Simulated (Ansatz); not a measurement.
The parent structure is HfO2 in the fluorite structure (space group Fm-3m, No. 225; a = 5.044 Å). Axes: x, y, z lie along the cube axes.

Level of theory: PBEsol, PAW, 420 eV (Ansatz, a program for electronic structure; scalar-relativistic without spin-orbit coupling).

It is then changed as follows: uniaxial strain ε_zz = −1.50 %, all other strain components held at zero, atoms relaxed at fixed cell.

Predict the stress tensor and what it implies for the stiffness.

Stress of the strained cell less that of the base (GPa, compression positive):
```
   1.74    0.00    0.00
   0.00    1.74    0.00
   0.00    0.00    8.93
```

Then −Δσ_ii/ε with ε = -0.0150 gives secant stiffness values (nonlinear terms included at this strain): C33 ≈ 595 GPa, C13 ≈ 116 GPa and C23 ≈ 116 GPa.

As a check, the harmonic strain energy −½ V₀ Δσ:ε is 4.5 meV/atom; the computed energy rise is 4.5 meV/atom.

Whether these cells are dynamically stable was not tested. This is not the structure that HfO2 has at room temperature and ambient pressure.
